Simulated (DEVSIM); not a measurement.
Structure: Schottky contact on n-type Si, at 400 K.

Layer 1 from the left is Si, thickness (μm) 5.40, Nd (cm⁻³) 1.7e16, τn (s) 8.7e-6, τp (s) 8.7e-6.

Left contact: Schottky, work function 4.72 eV, emission velocity 1.9e6 cm/s. Right contact: ohmic. Voltage is applied to the left contact. Recombination: SRH at mid-gap. Mobility is μmin + (μ − μmin)/(1 + (N/Nref)^α).

This is a model device: material constants are rounded textbook-type values typed into the input, and sizes, dopings and lifetimes were drawn at random. Values at 300 K; Nc and Nv go as T^1.5, mobilities as T to minus their exponent, the gap by Varshni's rule with the affinity fixed.

Si: gap (eV) 1.124, affinity (eV) 4.05, permittivity 11.7, Nc (cm⁻³) 2.86e19, Nv (cm⁻³) 3.1e19, μn (cm²/Vs) 1417, μp (cm²/Vs) 470, μn,min 52, μp,min 45, Nref,n 9.7e16, Nref,p 2.2e17, αn 0.68, αp 0.72, T exponent of μn 2.3, T exponent of μp 2.2, Varshni α (eV/K) 0.000473, Varshni β (K) 636.

DEVSIM, 1D drift-diffusion, Boltzmann statistics, complete ionisation; no tunnelling, impact ionisation, image-force lowering or self-heating. Metal contacts follow the ideal Schottky-Mott rule: no Fermi-level pinning, no interface dipoles.

**Question.** What does the simulation give for the largest field in the device at zero bias, the potential step across the device at zero bias, the dark forward voltage at 1 A/cm², the dark forward voltage at 100 A/cm²?

**Answer.** largest field in the device at zero bias 44000 V/cm; potential step across the device at zero bias 0.399 V; dark forward voltage at 1 A/cm² 0.110 V; dark forward voltage at 100 A/cm² 0.304 V.
